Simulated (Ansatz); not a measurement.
**Effect of C vacancy, symmetric start on C**

Consider a 16-atom supercell of C in the diamond structure (space group Fd-3m, No. 227; a = 3.560 Å) at its relaxed geometry.

One thing is altered: a neutral C vacancy, symmetric start, atoms relaxed at fixed cell.

Computed with r2SCAN (Ansatz, a quantum-chemistry and plane-wave program), no spin-orbit coupling, earlier PAW set. Settings: 6×6×6 k-points, 0.01 eV Fermi–Dirac smearing.

Pressure: -0.6 GPa (base 0.0 GPa)
Energy gained by relaxation: 0.70 eV
Largest displacement of a host atom from its site in the perfect cell: 0.10 Å
Mean distance from the defect site to its nearest host atoms: 1.65 Å (base 1.54 Å)

The magnetic state is the one reached from the starting moments; the real material's order can differ, and small cells can't hold many antiferromagnetic ones. In so small a cell the defect repeats every few ångströms: this is an ordered compound, not a dilute defect. The mesh was chosen for an insulator and is coarse for the gapless case. The defect started on the symmetric site and kept its symmetry, so it may sit on a saddle. Seeded moments were not kept for C vacancy. The defect cell is spin-polarised and ends with 0.1 μB.
